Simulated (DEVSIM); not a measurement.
Device: Mo/SiO2/n-Ge capacitor, at 400 K.

| layer (left to right) | material | thickness (nm) | Nd (cm⁻³) |
|---|---|---|---|
| 1 | SiO2 | 35.0 | - |
| 2 | Ge | 1900 | 1e17 |

Metal gate on the left, work function 4.6 eV. Fixed charge at the semiconductor interface 1.1e11 cm⁻² (in units of +e); no interface traps.

Constants are typed, rounded textbook-type inputs, not results; the design itself was drawn at random and stands for no fabricated device. Values at 300 K; Nc and Nv go as T^1.5, mobilities as T to minus their exponent, the gap by Varshni's rule with the affinity fixed.

| parameter | SiO2 | Ge |
|---|---|---|
| gap (eV) | 9 | 0.664 |
| affinity (eV) | 0.9 | 4 |
| permittivity | 3.9 | 16 |
| Nc (cm⁻³) | - | 1.04e19 |
| Nv (cm⁻³) | - | 6e18 |
| Varshni α (eV/K) | - | 0.000477 |
| Varshni β (K) | - | 235 |

DEVSIM, 1D Poisson equation in equilibrium, Boltzmann statistics, complete ionisation; no quantum confinement or tunnelling. Metal contacts follow the ideal Schottky-Mott rule: no Fermi-level pinning, no interface dipoles.

The SiO2 thickness was swept, all else fixed.

| SiO2 thickness (μm) | capacitance of the dielectric stack (μF/cm²) | flat-band voltage (V) | minimum of the low-frequency capacitance (μF/cm²) |
|---|---|---|---|
| 0.014 | 0.247 | 0.35 | 0.130 |
| 0.019 | 0.182 | 0.33 | 0.109 |
| 0.025 | 0.138 | 0.30 | 0.0918 |
| 0.03 | 0.115 | 0.27 | 0.0813 |
| 0.035 | 0.0987 | 0.25 | 0.0731 |
| 0.042 | 0.0822 | 0.21 | 0.0634 |

From the first row to the last the capacitance of the dielectric stack goes from 0.247 to 0.0822. From the first row to the last the flat-band voltage goes from 0.35 to 0.21.
